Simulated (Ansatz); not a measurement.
We consider BaHfO3 (Pm-3m, No. 221, 5 atoms in the cell; start mp-998552), described by HSE06 (Ansatz, an electronic-structure program, plane waves, PAW).

Run with plane-wave cutoff 520 eV, 6×6×6 k mesh, scalar-relativistic PAW data made under PBE.

Computed at the level's own relaxed cell.

Elastic tensor (GPa, Voigt notation, ions relaxed):

```
  338.0    85.9    85.9     0.0     0.0     0.0
   85.9   338.0    85.9     0.0     0.0     0.0
   85.9    85.9   338.1     0.0     0.0     0.0
    0.0     0.0     0.0    98.5     0.0     0.0
    0.0     0.0     0.0     0.0    98.5     0.0
    0.0     0.0     0.0     0.0     0.0    98.5
```

Q: Work out the Voigt, Reuss and Hill averages of the bulk and shear moduli, Young's modulus and Poisson's ratio from the printed constants.

A: K_V = [C11 + C22 + C33 + 2(C12 + C13 + C23)]/9 = [1014.1 + 2 × 257.7]/9 = 169.9 GPa. G_V = [1014.1 − 257.7 + 3 × 295.5]/15 = 109.5 GPa. From the compliances S = C⁻¹, K_R = 169.9 and G_R = 107.9 GPa. Hill means: K = 169.9, G = 108.7 GPa. E = 9KG/(3K + G) = 269 GPa, ν = (3K − 2G)/(6K + 2G) = 0.24, K/G = 1.56.

Note: the relaxation could not lower the start's symmetry, so the cell can be a saddle point above a distorted one.

Spin–orbit coupling is not included.

The computed numbers hold no vibrational or temperature effects.

A start named mp-… is a Materials Project structure, which need not be a measured phase.
